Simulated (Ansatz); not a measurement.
## The (111) surface of monoclinic HfO2 in its 1x1 cell (cut with top plane 2 O, bottom plane 2 O), outermost plane spacing 0.27 Å in the ideal cut

The numbers are results of HSE06, at the PBE geometry (plane waves to 420 eV, PAW; Ansatz, an electronic-structure program), not measurements.

Set-up: 60 atoms, Hf20O40, 13.6 Å thick at the start; mesh 3x3x1; 0.025 eV smearing; dipole correction on; single point; on the structure that PBE left under its start's symmetry; no spin, no spin-orbit, no U.

| Item | Value |
|---|---|
| surface energy (mean of both faces) | 1.38 J/m² |
| gap of the slab on its k-mesh | 5.70 eV |
| highest filled level below the top vacuum level | 7.86 eV |
